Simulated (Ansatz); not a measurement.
Take YN in the rock salt structure (space group Fm-3m, No. 225; a = 4.856 Å) as the base.

Perturbation: every Y is replaced by Al; the structure is relaxed again.

Levels (all Ansatz, a quantum-chemistry and plane-wave program, PAW, earlier PAW set): PBEsol (420 eV, no spin-orbit coupling); HSE06+SOC (420 eV, noncollinear with spin-orbit coupling).

The geometry is relaxed with PBEsol.

- PBEsol lowest conduction level above the VBM at special points: X 4.55 eV; Γ 5.64 eV; U 5.77 eV
- PBEsol valence-band top at Γ: 0.00, 0.00, 0.00 eV

Q: Predict the lowest conduction level above the VBM at special points and valence-band top at Γ from HSE06+SOC.

A: The lowest conduction level above the VBM at special points changes from X 4.55 eV; Γ 5.64 eV; U 5.77 eV to X 6.02 eV; Γ 7.18 eV; U 7.26 eV; the valence-band top at Γ (three highest Kramers pairs, from the VBM) changes from 0.00, 0.00, 0.00 eV to 0.00, 0.00, -0.03 eV. The threefold valence maximum splits by Δso ≈ 27 meV.

Single points use the geometry relaxed with PBEsol. HSE06 gaps are upper bounds (no full band path). The spin-orbit shifts are approximate. The levels and masses belong to the bands next to the band gap. Stability against distortions was not tested. For AlN in this form, whether it has been made was not checked. This is not the structure that AlN has at room temperature and ambient pressure.
